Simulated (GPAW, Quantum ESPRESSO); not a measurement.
A Quantum ESPRESSO input for a self-consistent single point of Sn (I4_1/amd, 2 atoms in the cell) (DFT, PBEsol, plane waves, GBRV 1.5 ultrasoft (PBESOL) pseudopotentials):

```fortran
&CONTROL
    calculation = 'scf',
    prefix = 'pwscf',
    outdir = './work',
    pseudo_dir = './',
    verbosity = 'high',
    tprnfor = .true.,
    tstress = .true.,
/
&SYSTEM
    ibrav = 0,
    nat = 2,
    ntyp = 1,
    ecutwfc = 40,
    ecutrho = 200,
    occupations = 'smearing',
    smearing = 'gauss',
    degauss = 0.0036749,
/
&ELECTRONS
    conv_thr = 1e-10,
/
ATOMIC_SPECIES
Sn   118.7100  sn_pbesol_v1.4.uspp.F.UPF
CELL_PARAMETERS {angstrom}
  -2.99512100     2.99512100     1.62920700
   2.99512100    -2.99512100     1.62920700
   2.99512100     2.99512100    -1.62920700
ATOMIC_POSITIONS {bohr}
Sn    0.00000000    5.65995840    1.53937751
Sn    0.00000000    0.00000000    0.00000000
K_POINTS {automatic}
8 8 8  0 0 0
```

Question: Write the same calculation as an input for GPAW.

Answer: This is the input that was run; spellings and numerical settings could be chosen otherwise.

```python
from ase import Atoms
from ase.units import GPa
from gpaw import GPAW

atoms = Atoms(['Sn', 'Sn'],
              cell=[[-2.995121, 2.995121, 1.629207],
                    [2.995121, -2.995121, 1.629207],
                    [2.995121, 2.995121, -1.629207]],
              positions=[[0.000000, 2.995121, 0.814604],
                         [0.000000, 0.000000, 0.000000]],
              pbc=True)

calc = GPAW(mode={'name': 'pw', 'ecut': 600},
            xc='PBEsol',
            kpts={'size': (8, 8, 8), 'gamma': True},
            occupations={'name': 'methfessel-paxton', 'width': 0.05, 'order': 0},
            nbands=-6,
            convergence={'density': 1e-05, 'energy': 1e-05},
            symmetry={'symmorphic': False, 'tolerance': 0.0005},
            maxiter=120,
            txt='-')

atoms.calc = calc

energy = atoms.get_potential_energy()
print('Energy (eV):', round(energy, 6))
forces = atoms.get_forces()
print('Forces (eV/Ang):')
print(forces.round(5))
stress = atoms.get_stress()
print('Stress (GPa, Voigt):', (stress / GPa).round(4))
```

Basis settings and potentials, where a program has them, do not carry over. This input uses DFT PBEsol, plane waves, GPAW PAW datasets PBEsol (made by gpaw-setup). Both were run: pressure -3.85 GPa in Quantum ESPRESSO and -3.95 in GPAW.

On GPAW: the starting cell comes from a database of computed structures (which also holds hypothetical and non-ambient phases and stackings), without a prior relaxation at this level. Its lattice was rescaled by a random factor within 2.5 % of one. With a pressure of about -4 GPa the cell is away from its equilibrium volume at this level.

On Quantum ESPRESSO: the starting cell comes from a database of computed structures (which also holds hypothetical and non-ambient phases and stackings), without a prior relaxation at this level. Its lattice was rescaled by a random factor within 2.5 % of one. With a pressure of about -4 GPa the cell is away from its equilibrium volume at this level.
